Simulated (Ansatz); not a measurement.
The starting structures come from a database of crystals and need not be the phases stable at ambient conditions.

 Where the default PAW files enter, the runs use the earlier of Ansatz's two default sets.

## Evanescent states of NaCoO$_{2}$ (R-3m, not sure to be the ambient phase, 4 atoms a cell, 9.3 Å³ an atom) along the normal of (001)

The numbers are results of PBEsol (plane waves, PAW; Ansatz, a quantum-chemistry and plane-wave program), not measurements.

The gap is the functional's own. No spin-orbit coupling. Mid-gap values are interpolated on the energy grid.

Energies count from the valence-band top; κ is the least over a 12×12 mesh across the current.

| E (eV) | κ (1/Å) | where |
|---|---|---|
| 0.03 | 0.165 | off Γ |
| 0.09 | 0.269 | off Γ |
| 0.15 | 0.297 | off Γ |
| 0.21 | 0.312 | off Γ |
| 0.27 | 0.319 | off Γ |
| 0.33 | 0.320 | off Γ |
| 0.39 | 0.316 | off Γ |
| 0.45 | 0.307 | off Γ |
| 0.51 | 0.295 | off Γ |
| 0.57 | 0.277 | off Γ |
| 0.63 | 0.255 | off Γ |
| 0.69 | 0.226 | off Γ |
| 0.75 | 0.187 | off Γ |
| 0.81 | 0.129 | off Γ |

Problem. How thick must the barrier be to attenuate the transmission by 10^4 when the electrodes' Fermi level lies at 0.27 eV, and what attenuation does that film give at 0.21 eV?

Solution. d = 4 ln 10 / (2 × 0.319) = 14.4 Å. At 0.21 eV it gives 4 × 0.312/0.319 = 3.9 decades.
